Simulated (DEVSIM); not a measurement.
Model (solved in DEVSIM): 1D Poisson equation in equilibrium, Boltzmann statistics, complete ionisation; no quantum confinement or tunnelling. Metal contacts follow the ideal Schottky-Mott rule: no Fermi-level pinning, no interface dipoles.

System: Mo/Al2O3/p-Ge capacitor, at 300 K.

```csv
layer (left to right),material,thickness (nm),Na (cm⁻³)
1,Al2O3,3.70,-
2,Ge,7600,6.1e15
```

Metal gate on the left, work function 4.6 eV. Fixed charge at the semiconductor interface 0 cm⁻² (in units of +e); no interface traps.

The device is made up for the run: typed textbook-type constants, with dimensions and the other settings drawn at random. Values at 300 K; Nc and Nv go as T^1.5, mobilities as T to minus their exponent, the gap by Varshni's rule with the affinity fixed.

```tsv
parameter	Al2O3	Ge
gap (eV)	6.8	0.664
affinity (eV)	1.35	4
permittivity	9	16
Nc (cm⁻³)	-	1.04e19
Nv (cm⁻³)	-	6e18
Varshni α (eV/K)	-	0.000477
Varshni β (K)	-	235
```

One input was changed, with this effect: flat-band voltage 0.11 → 0.17 V; capacitance of the dielectric stack little changed (2.15 μF/cm²); threshold voltage (band bending 2φF) 0.42 → 0.38 V; minimum of the low-frequency capacitance 0.0611 → 0.0870 μF/cm².

**Question.** Which change was it?
(A) substrate doping 6.1e+15 → 6.1e+14 cm^-3
(B) fixed charge 0 → 1.38e+12 cm^-2
(C) temperature 300 → 350 K
(D) gate work function 4.6 → 4.45 eV
(E) interface trap density 0 → 2e+12 cm^-2 eV^-1
(F) Al2O3 thickness 0.0037 → 0.0031 μm

**Answer.** C, temperature 300 → 350 K
